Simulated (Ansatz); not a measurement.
## Response to strain in Re

Base system: Re in the hcp (Mg type) structure (space group P6_3/mmc, No. 194; relaxed with 0.1 eV smearing).

```yaml
crystal:
  lattice:
    - [2.75189, 0.00000, 0.00000]
    - [-1.37595, 2.38321, 0.00000]
    - [0.00000, 0.00000, 4.44007]
  atoms:
    - { symbol: Re, position: [0.66667, 0.33333, 0.75000] }
    - { symbol: Re, position: [0.33333, 0.66667, 0.25000] }
```

Cartesian axes are those of the cell as printed.

Strains are applied to the cell and any free atomic positions relax.

Method: plane-wave PAW DFT at the PBEsol level (Ansatz, a program for electronic structure, 420 eV), scalar-relativistic without spin-orbit coupling.

Candidates:
(a) uniaxial strain ε_zz = −2.00 %
(b) uniaxial strain ε_zz = −1.50 %
(c) uniaxial strain ε_zz = +2.00 %
(d) uniaxial strain ε_zz = −0.50 %
(e) uniaxial strain ε_zz = +2.50 %

Notes on the quantities. energy relative to the base: free energy F.

### Question
Order them by energy relative to the base, highest first.

### Answer
(e) uniaxial strain ε_zz = +2.50 % (+19 meV/atom), (a) uniaxial strain ε_zz = −2.00 % (+13 meV/atom), (c) uniaxial strain ε_zz = +2.00 % (+12 meV/atom), (b) uniaxial strain ε_zz = −1.50 % (+7.4 meV/atom), (d) uniaxial strain ε_zz = −0.50 % (+0.8 meV/atom)

Stability against distortions was not tested. All final runs are without spin polarisation.
